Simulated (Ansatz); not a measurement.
Consider AlAu in the CsCl type structure (space group Pm-3m, No. 221; a = 3.1778 Å; a cell from a computed database, its experimental status unchecked).

Now apply this change: Lu takes the place of Al on all its sites; the structure is relaxed again.

Levels (all Ansatz, a first-principles code, PAW): PBEsol (420 eV, spin-orbit coupling left out); PBEsol+SOC (420 eV, noncollinear with spin-orbit coupling).

The geometry is relaxed with PBEsol.

| Item | Value |
|---|---|
| PBEsol pressure | 0.0 GPa |

### Question
Predict the pressure from PBEsol+SOC.

### Answer
The pressure goes from zero to -1.0 GPa.

Single points use the geometry relaxed with PBEsol. The spin-orbit shifts are approximate. Whether these cells are dynamically stable was not tested.
